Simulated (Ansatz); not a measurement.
Reference: InSe (R3m), PBEsol+D3BJ with spin-orbit coupling, rigid bands (plane waves, PAW; Ansatz, a program for electronic structure); axes and stresses refer to this cell.

```
CELL_PARAMETERS angstrom
      1.98054     1.14346     8.06147
     -1.98054     1.14346     8.06147
      0.00000    -2.28692     8.06147
ATOMIC_POSITIONS crystal
  In 0.11295 0.11295 0.11295
  In 0.99929 0.99929 0.99929
  Se 0.61264 0.61264 0.61264
  Se 0.83282 0.83282 0.83282
```

The electron mass along x is 0.116 mₑ and the electron mass along z is 0.044 mₑ. The Seebeck coefficient, n-type 1e19 cm⁻³ comes out as -57 μV/K.

Q: Change: hydrostatic pressure 10 GPa. What happens to electron mass along x, electron mass along z, Seebeck coefficient, n-type 1e19 cm⁻³?

A: electron mass along x increases to 0.30 mₑ; electron mass along z rises to 0.195 mₑ; Seebeck coefficient, n-type 1e19 cm⁻³ grows in size to -271 μV/K.

Masses are for dilute carriers at 300 K, harmonic means over directions unless an axis is named. Seebeck coefficients are for the stated density at 300 K, with one relaxation time for all states and whether or not that doping can be reached. Stresses and pressures are the targets of the relaxation.  The structure type is held under load, also where the real crystal would transform.

Formula and space group known from diffraction (Crystallography Open Database), not checked to be the room-temperature form: InSe (R3m). PBEsol with a dispersion correction tends to overbind, so the cell can be several per cent short, in bad cases over ten, which usually narrows a gap: InSe (R3m).
